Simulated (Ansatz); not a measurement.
## W2Ge (model structure, started from the Ni2In type, P6₃/mmc, No. 194, 6 atoms in the cell)

Computed with PBE (Ansatz, a program for electronic structure, plane waves, PAW).

Settings: plane-wave cutoff 500 eV, 12×12×8 k mesh (along the axes of the cell as run), Fermi–Dirac smearing 0.05 eV, no spin polarisation, scalar-relativistic PAW data made under PBE.

Cell (relaxed at this level):

```yaml
crystal:
  lattice:
    - [4.54227, 0.00000, 0.00000]
    - [-2.27114, 3.93372, 0.00000]
    - [0.00000, 0.00000, 5.26224]
  atoms:
    - { symbol: Ge, position: [0.33333, 0.66667, 0.25000] }
    - { symbol: Ge, position: [0.66667, 0.33333, 0.75000] }
    - { symbol: W, position: [0.00000, 0.00000, 0.00000] }
    - { symbol: W, position: [0.00000, 0.00000, 0.50000] }
    - { symbol: W, position: [0.33333, 0.66667, 0.75000] }
    - { symbol: W, position: [0.66667, 0.33333, 0.25000] }
```

```json
{
  "band_gap": "zero (no gap)"
}
```

Note: the relaxation could raise the start's symmetry but not lower it, so the cell can be a saddle point.

Spin–orbit coupling is not included.

Static lattice: no zero-point or thermal effects.

Computing time: very roughly 2.4 core-minutes.

A model structure was made by putting elements into a prototype or built by hand; it is no filed structure, need not be a known phase, and can be a saddle point held by its symmetry.
